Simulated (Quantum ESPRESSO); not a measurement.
## One base run on Mg2SnS4 (Pnma, 28 atoms in the cell) and variants with one or two settings moved

```xyz
28
Lattice="12.7942 0.0000 0.0000 0.0000 7.4223 0.0000 0.0000 0.0000 6.1434" Properties=species:S:1:pos:R:3 pbc="T T T"
Mg     0.0000     3.7111     0.0000
Mg     6.3971     3.7111     3.0717
Mg     6.3971     0.0000     3.0717
Mg     0.0000     0.0000     0.0000
Mg     2.9406     5.5667     3.0391
Mg     9.8535     1.8556     3.1043
Mg     3.4565     1.8556     6.1108
Mg     9.3377     5.5667     0.0326
Sn     5.2386     5.5667     5.6710
Sn     7.5556     1.8556     0.4724
Sn     1.1585     1.8556     2.5993
Sn    11.6356     5.5667     3.5442
S      5.2196     5.5667     1.8530
S      7.5745     1.8556     4.2905
S      1.1774     1.8556     4.9247
S     11.6167     5.5667     1.2187
S      7.3569     5.5667     4.6040
S      5.4373     1.8556     1.5395
S     11.8343     1.8556     1.5322
S      0.9598     5.5667     4.6112
S      4.2390     3.7433     4.5484
S      8.5552     3.6790     1.5951
S      2.1581     3.6790     1.4766
S     10.6360     3.7433     4.6668
S     10.6360     7.3901     4.6668
S      2.1581     0.0321     1.4766
S      8.5552     0.0321     1.5951
S      4.2390     7.3901     4.5484
```

Base run A: Quantum ESPRESSO with PBEsol, GBRV 1.5 ultrasoft (PBESOL) pseudopotentials, self-consistent single point.

Its settings: ecutwfc = 40 Ry; ecutrho = 200 Ry; occupations = fixed; K_POINTS = automatic 1 2 3 0 0 0; nbnd = 122; conv_thr = 1e-10 Ry.

The starting cell comes from a database of computed structures (which also holds hypothetical and non-ambient phases and stackings), without a prior relaxation at this level. Its lattice was rescaled by a random factor within 2.5 % of one.

ΔF is the free energy per atom less that of run A. A dash stands where there is no value to compare (another energy zero or no entropy term, no result, no spin, no clean gap, or a mesh too coarse for one). Absolute energies have different zeros for different potentials, functionals, Hubbard and dispersion terms and are not compared across them.

Run A gave: pressure (GPa) 2.98; largest force (eV/Å) 0.491; gap on the mesh (eV) 2.331.

Runs:
- B: ecutwfc: 40 Ry → 24 Ry; ecutrho: 200 Ry → 120 Ry
- C: pseudopotentials: {Mg: mg_pbesol_v1.4.uspp.F.UPF, Sn: sn_pbesol_v1.4.uspp.F.UPF, S: s_pbesol_v1.4.uspp.F.UPF} → {Mg: mg_lda_v1.4.uspp.F.UPF, Sn: sn_lda_v1.4.uspp.F.UPF, S: s_lda_v1.4.uspp.F.UPF} [LDA (PZ)]
- D: conv_thr: 1e-10 Ry → 7.3e-10 Ry
- E: nbnd: 122 → 132
- F: nosym: default → true
- G: pseudopotentials: {Mg: mg_pbesol_v1.4.uspp.F.UPF, Sn: sn_pbesol_v1.4.uspp.F.UPF, S: s_pbesol_v1.4.uspp.F.UPF} → {Mg: mg_pbe_v1.4.uspp.F.UPF, Sn: sn_pbe_v1.4.uspp.F.UPF, S: s_pbe_v1.4.uspp.F.UPF}; input_dft: default → vdw-df-ob86 [optB86b-vdW]

Problem. What does run G change against A?

Solution. The pressure goes from 2.98 to 4.13 GPa, the largest force goes from 0.491 to 0.669 eV/Å and the gap on the mesh goes from 2.331 to 2.370 eV.

Problem. What does run C change against A?

Solution. The pressure goes from 2.98 to 0.96 GPa, the largest force goes from 0.491 to 0.454 eV/Å and the gap on the mesh goes from 2.331 to 2.222 eV.

| run | ΔF (meV/atom) | pressure (GPa) | largest force (eV/Å) | gap on the mesh (eV) |
|---|---|---|---|---|
| A | 0.00 | 2.98 | 0.491 | 2.331 |
| B | 668.7 | -21.95 | 0.496 | 2.326 |
| C | – | 0.96 | 0.454 | 2.222 |
| D | 0.00 | 2.98 | 0.491 | 2.331 |
| E | 0.00 | 2.98 | 0.491 | 2.331 |
| F | 0.00 | 2.98 | 0.491 | 2.331 |
| G | – | 4.13 | 0.669 | 2.370 |
